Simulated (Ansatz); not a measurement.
# A computed series for V4GeS8: pressure series

The parent structure is V4GeS8 (space group F-43m, No. 216; a = 9.515 Å; ferromagnetic; a cell from a computed database, its experimental status unchecked).

Cell and atoms are relaxed at each pressure.

Calculations: PBEsol (Ansatz, an electronic-structure program), no spin-orbit coupling.

Notes on the quantities. enthalpy: H = E + PV relative to the base's energy.

```csv
case,lattice parameter a,enthalpy
base,951.5 pm,–
pressure −2 GPa,959.5 pm,-0.21 eV/atom
pressure −1 GPa,955.3 pm,-0.10 eV/atom
pressure 0.3 GPa,950.3 pm,+0.03 eV/atom
pressure 0.7 GPa,948.9 pm,+0.07 eV/atom
pressure 1.5 GPa,946.1 pm,+0.15 eV/atom
pressure 3 GPa,941.2 pm,+0.31 eV/atom
pressure 5 GPa,935.2 pm,+0.50 eV/atom
pressure 7.5 GPa,928.5 pm,+0.75 eV/atom
pressure 10 GPa,922.4 pm,+0.98 eV/atom
```

Other magnetic orders, which the real material may have, were not ruled out. Load acts through the strain it causes; cell and atoms are relaxed under it. Stability against distortions was not tested. No other phases were tried under pressure. The base started in F222 and relaxed to F-43m at this level.
